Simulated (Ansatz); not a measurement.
BeTe (F-43m) under hydrostatic pressure: hole conductivity mass by PBEsol with spin-orbit coupling, rigid bands (plane waves, PAW; Ansatz, an electronic-structure program). The unloaded cell, whose axes the loads refer to:

```
CELL_PARAMETERS angstrom
      0.00000     2.80237     2.80237
      2.80237     0.00000     2.80237
      2.80237     2.80237     0.00000
ATOMIC_POSITIONS crystal
  Be 0.00000 0.00000 0.00000
  Te 0.75000 0.75000 0.75000
```

```csv
hydrostatic pressure (GPa),volume per atom (Å³),hole conductivity mass (mₑ)
-2,22.80,0.400
0,22.01,0.383
2,21.33,0.369
5,20.48,?
10,19.36,0.329
```

Q: Fit a straight line to ln(hole conductivity mass) against the load over the rows given, and predict the row at 5 GPa.

A: The means are x̄ = 2.500 GPa and ȳ = -0.9962; Σ(x − x̄)(y − ȳ) = -1.317 and Σ(x − x̄)² = 83.00, so the slope is -1.59 % per GPa, and the rows given lie within 0.87 % of the line. At 5 GPa the line gives 0.355 mₑ; the calculation gives 0.352 mₑ, 0.83 % from it.

Masses are for dilute carriers at 300 K, harmonic means over directions unless an axis is named. Stresses and pressures are the targets of the relaxation. The structure type is held at every load. Geometry: cell and atoms relaxed with PBEsol.
